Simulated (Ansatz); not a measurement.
Structures of equal composition on the (0001) surface of wurtzite GaN (Ga plane on top): 2x2 Mg adatom at H3; 2x2 Mg adatom at T4. The slabs share one bottom face, and each structure is named by its start. These are constructed structures in small cells; real faces may alloy, dewet or reconstruct in larger ones, and not all known structures of the face are among them. Slabs of about 14 Å with all that they carry, Fermi-Dirac smearing of 0.025 eV. Bottom of the slabs: H caps. Relaxed from the named starts with such symmetry as they have, on meshes of like density; energies extrapolated to zero smearing; no spin-orbit coupling, no U. Spin-polarised runs, if any, are marked in brackets, and their order is one that fits the cell; the others ran without spin. Where a second, spin-polarised start was run, the lower counts.

Host crystal: wurtzite GaN, with a band gap (PBE, scalar-relativistic without spin-orbit coupling).

Level of theory: r2SCAN, at the PBE geometry (plane waves to 500 eV, PAW; Ansatz, an electronic-structure program).

### Question
Put the candidates in order of energy per 1x1 cell, lowest first, for r2SCAN, at the PBE geometry.

### Answer
2x2 Mg adatom at T4 (0.000 eV [spin, 1.0 μB a cell], a narrow gap of 0.07 eV by band count), 2x2 Mg adatom at H3 (0.022 eV [spin, 1.0 μB a cell], no gap over 0.04 eV on the mesh)
